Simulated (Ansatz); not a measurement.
**Quick settings and what they miss: CrClO (Pmmn, 6 atoms in the cell)**

Self-consistent single point.

```
CELL_PARAMETERS angstrom
      3.21145     0.00000     0.00000
      0.00000     3.89247     0.00000
      0.00000     0.00000     8.00574
ATOMIC_POSITIONS crystal
  Cr 0.00000 0.00000 0.10604
  Cr 0.50000 0.50000 0.89396
  Cl 0.00000 0.50000 0.68142
  Cl 0.50000 0.00000 0.31858
  O  0.50000 0.00000 0.94782
  O  0.00000 0.50000 0.05218
```
Moments meant for the start (each program seeds them in its own way; μB, in the order of the atoms Cr Cr Cl Cl O O): 3.0 3.0 0.0 0.0 0.0 0.0.

Method: PBEsol, default PAW files made with PBE (plane waves; Ansatz, a quantum-chemistry and plane-wave program).

Base settings: basis.ecutwfc = 420 eV; kpoints.mp_grid.grid = 7 6 3; hamiltonian.xc = pbesol; hamiltonian.pseudopotentials = {kind: paw} (the program's default PAW files); magnetization.spin_polarized = true; scf.occupations.method = gaussian; scf.occupations.width = 0.01 eV.

Tight run (finer mesh or higher cutoff; not a proven limit): basis.ecutwfc: 420 eV → 590 eV; kpoints.mp_grid.grid: 7 6 3 → 10 9 5; scf.convergence.dr2_threshold: default (1e-07 eV) → 1e-09 eV. It gave top of the valence band (on the code's own zero) 6.63 eV; gap on the k-point mesh 0.55 eV; pressure -4.68 GPa; largest force (vector length) 0.435 eV/Å; size of the cell's spin moment 6.00 μB.

Quick runs, as changes from the base:
- A: the base itself
- B: kpoints.mp_grid.grid: 7 6 3 → 4 4 4

Gaps are read on each run's own mesh, which may miss the band edges.

The count of work is k-points × plane waves × bands × iterations; it is no time. 

Pressures in the table are Ansatz's without its Pulay estimate, at a fixed set of plane waves; the tight run's value above holds the estimate.

The starting cell comes from a database of computed structures (which also holds hypothetical and non-ambient phases and stackings), without a prior relaxation at this level. Its lattice was rescaled by a random factor within 2.5 % of one. The magnetic order is the one reached from the typed start; others were not searched systematically. In the base run, with a pressure of about -5 GPa the cell is away from its equilibrium volume at this level.

| run | energy less tight (meV/atom) | pressure less tight (GPa) | largest miss in a force vector (eV/Å) | gap on the mesh less tight (eV) | count of work / tight |
|---|---|---|---|---|---|
| A | 3.3 | -0.27 | 0.002 | 0.024 | 0.17 |
| B | 6.8 | -0.24 | 0.013 | 0.032 | 0.16 |

Among the runs at the tight run's level, the energy misses run from 3.3 to 6.8 meV/atom.

Left out of this page: 4 runs of the series outside the window shown, repeating another row's setting, or not comparable; 1 run of the series with a known weakness of the program.

Keys are those of Ansatz 0.2.
